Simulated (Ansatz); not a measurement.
Reference: Cs₂S (P6_3/mmc), PBEsol, rigid bands (plane waves, PAW, scalar-relativistic; Ansatz, an electronic-structure program); geometry: cell and atoms relaxed with PBEsol.

```yaml
crystal:
  lattice:
    - [5.72352, 0.00000, 0.00000]
    - [-2.86176, 4.95671, 0.00000]
    - [0.00000, 0.00000, 7.64600]
  atoms:
    - { symbol: Cs, position: [0.00000, 0.00000, 0.50000] }
    - { symbol: Cs, position: [0.00000, 0.00000, 0.00000] }
    - { symbol: Cs, position: [0.66667, 0.33333, 0.25000] }
    - { symbol: Cs, position: [0.33333, 0.66667, 0.75000] }
    - { symbol: S, position: [0.33333, 0.66667, 0.25000] }
    - { symbol: S, position: [0.66667, 0.33333, 0.75000] }
```

| Quantity | Result |
|---|---|
| band gap | 2.21 eV |
| electron conductivity mass | 0.40 mₑ |
| Seebeck coefficient, n-type 1e19 cm⁻³ | -186 μV/K |

Q: Replace S by Pt on the same sites and relax. What happens?

A: Cs2Pt (P6_3/mmc): volume per atom 36.2 to 35.1 Å³; band gap falls (2.21 eV to 1.80 eV); electron conductivity mass rises (0.40 mₑ to 0.51 mₑ); Seebeck coefficient, n-type 1e19 cm⁻³ rises in size (-186 μV/K to -459 μV/K).

Moves up to 5 % count as about the same. Masses are for dilute carriers at 300 K, harmonic means over directions unless an axis is named. Seebeck coefficients are for the stated density at 300 K, with one relaxation time for all states and whether or not that doping can be reached. Spin-orbit coupling is left out.

Computed structure with no diffraction record at hand here (it may be known, metastable or hypothetical): Cs2Pt (P6_3/mmc), Cs2S (P6_3/mmc). The missing spin-orbit coupling matters most for Cs2Pt (P6_3/mmc).
